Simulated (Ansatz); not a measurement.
H on the 1x1 (110) surface of bcc Mo, one in a 3x3 cell, energies for each (63.6 Å²). Energies are against ½ H2(g), without zero-point or thermal terms; each row is named by its start.

Computed with PBE (plane waves to 420 eV, PAW; Ansatz, an electronic-structure program).

Set-up: 37 atoms, 6.5 Å thick at the start under the adsorbate (thin: gaps and levels are the slab's own); mesh 4x4x1; 0.1 eV smearing; dipole correction on; 18 atoms held, the rest relaxed; each run with such symmetry as its start has; no spin, no spin-orbit, no U, no dispersion correction.

A negative adsorption energy means that the adsorbate is more stable on the surface than in its reference. Heights count from the host atoms within 0.3 Å of the top one.

```tsv
starting site	E_ads (eV)	height (Å)	nearest host atom (Å)	bonded to	Δ work function (eV)	lateral drift (Å)
top Mo	0.02	1.81	Mo 1.76	Mo	0.19	0.0
hollow Mo-Mo-Mo	?	1.11	Mo 1.94	3 Mo	0.01	0.1
bridge Mo-Mo (span 2.7 Å)	?	1.36	Mo 1.89	2 Mo	0.03	0.0
bridge Mo-Mo (span 3.2 Å)	?	1.10	Mo 1.94	2 Mo	0.00	0.0
```

Task: Some entries are withheld; supply them.

Result: 
- hollow Mo-Mo-Mo, E_ads (eV): -0.73
- bridge Mo-Mo (span 2.7 Å), E_ads (eV): -0.63
- bridge Mo-Mo (span 3.2 Å), E_ads (eV): -0.55
